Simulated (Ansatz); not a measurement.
Consider BaTiO3 in the cubic perovskite structure (space group Pm-3m, No. 221; a = 4.019 Å).

Calculations: Ansatz (a first-principles code), PBE, PAW, cutoff 420 eV, spin-orbit coupling left out.

Before the change:

Band gap: 1.78 eV
Smallest direct gap: 1.90 eV

One thing is altered: a negative pressure, −2 GPa.

What happens to the band gap?

The band gap decreases by 0.027 eV (1.78 eV → 1.76 eV).

How does this affect the smallest direct gap?

The smallest direct gap shrinks by 0.015 eV (1.90 eV → 1.89 eV).

Load acts through the strain it causes; cell and atoms are relaxed under it. Stability against distortions was not tested. The final runs are not spin-polarised. Many cubic perovskites are stable only at high temperature; tilts and polar distortions were not tested. This is not the structure that BaTiO3 has at room temperature and ambient pressure.
